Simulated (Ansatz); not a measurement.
**W on the 1x1 (111) surface of fcc Ag, one in a 2x2 cell, started at the site 'bridge Ag-Ag (span 2.9 Å)'**

All values below come from PBE (plane waves to 420 eV, PAW; Ansatz, a program for electronic structure).

Model: 17-atom slab, 7.1 Å thick at the start under the adsorbate (thin: gaps and levels are the slab's own), 6x6x1 mesh, Fermi-Dirac 0.1 eV, dipole correction, 8 atoms held, the rest relaxed; held to the start's symmetry, so lower structures may exist; spin-polarised, no spin-orbit, no U, no dispersion correction. At the end it is bonded to 3 Ag. In PBE it is, or lies within 0.03 eV of, the lowest of the starts that converged.

- adsorption energy against an atom of bcc W: 6.18 eV
- work function of the top face: 3.73 eV
- change of the work function: -0.71 eV
- change of the step from the bottom to the top vacuum level, against the clean slab: -0.69 eV
- energy released by relaxation: 0.72 eV
- height of the binding atom over the mean of the host atoms within 0.3 Å of the top one: 2.082 Å
- magnetic moment of the cell: 4.55 μB
- nearest host atoms of the binding atom: Ag at 2.73 Å, Ag at 2.74 Å, Ag at 2.74 Å
- largest move of a host atom: 0.15 Å
- note: in the relaxation the adsorbate left its starting site by 0.9 Å
- cost: very roughly 60 core-minutes

A negative adsorption energy means that the adsorbate is more stable on the surface than in its reference.
